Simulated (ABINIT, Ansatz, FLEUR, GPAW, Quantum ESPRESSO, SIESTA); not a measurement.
# Code comparison for In2Ag (I4/mcm, 6 atoms in the cell)

Self-consistent single point.

```
In2Ag
1.0
   -3.47150     3.47150     2.78740
    3.47150    -3.47150     2.78740
    3.47150     3.47150    -2.78740
In Ag
4 2
Direct
  0.34544   0.15456   0.50000
  0.65456   0.84544   0.50000
  0.15456   0.65456   0.80912
  0.84544   0.34544   0.19088
  0.75000   0.75000   0.00000
  0.25000   0.25000   0.00000
```

All programs got the same cell, k-point mesh and kind of occupations (in Ansatz's words: kpoints.mp_grid.grid = 5 5 5; scf.occupations.method = fermi_dirac; scf.occupations.width = 0.0073 Ry); potentials, basis and cutoffs are each program's usual ones.

```csv
code,model,pressure (GPa),largest force (eV/Å),k-points,cutoff
SIESTA,"LDA PW92, numerical atomic orbitals DZP, PseudoDojo LDA standard norm-conserving potentials (rewritten from UPF to PSML)",-4.41,0.072,63,grid 350 Ry
Quantum ESPRESSO,"LDA (PZ), GBRV 1.5 ultrasoft (LDA) pseudopotentials",-5.38,0.016,18,40 Ry
Ansatz,"LDA (PW92), PAW files made with PBE",-4.01,0.015,18,default
ABINIT,"LDA (PW92), PAW (JTH v2.0 LDA PAW)",-4.65,0.002,18,544 eV
FLEUR,"LDA (Vosko-Wilk-Nusair), all-electron FLAPW (FLEUR), scalar-relativistic valence",–,0.015,18,Kmax 4.1 1/bohr
GPAW,"LDA (Perdew-Wang 92), GPAW PAW datasets LDA (gpaw-data 1.0.1)",-4.30,0.004,18,600 eV
```

A dash marks a value that a program does not give, or that is left out as unsure.

The spread over the programs that give each value: pressure within 1.37 GPa; largest force within 0.070 eV/Å.

The starting cell comes from a database of computed structures (which also holds hypothetical and non-ambient phases and stackings), without a prior relaxation at this level. On Ansatz's run: In the base run, with a pressure of about -4 GPa the cell is away from its equilibrium volume at this level.

**Question.** Why do the programs differ, and what cannot be compared?

**Answer.** Differences of this kind can come from the potentials, where these differ, and from what each basis and cutoff leave unconverged. The valence holds different numbers of electrons (SIESTA 90, Quantum ESPRESSO 90, Ansatz (a first-principles code) 90, ABINIT 74, FLEUR 86, GPAW 86). The zero of total energies and Fermi levels follows the potentials and each program's conventions, so they are not compared here. SIESTA uses small atom-centred bases, whose incompleteness enters pressures, forces and empty levels differently from a plane-wave cutoff. FLEUR treats all electrons, but the usual bases taken here (sphere radii, linearisation, local orbitals, empty states) were not tested for convergence, so the values are no reference for the others. Ansatz's pressure is given at a fixed set of plane waves, as the other plane-wave codes print theirs. Ansatz's smearing width was typed in Ry to four decimals, so it matches the others to a few per cent. The same LDA comes in different parametrisations, which differ slightly. The programs reduce the same mesh by symmetry to different extents, which changes the work and not the result.

Keys are those of Ansatz 0.2.
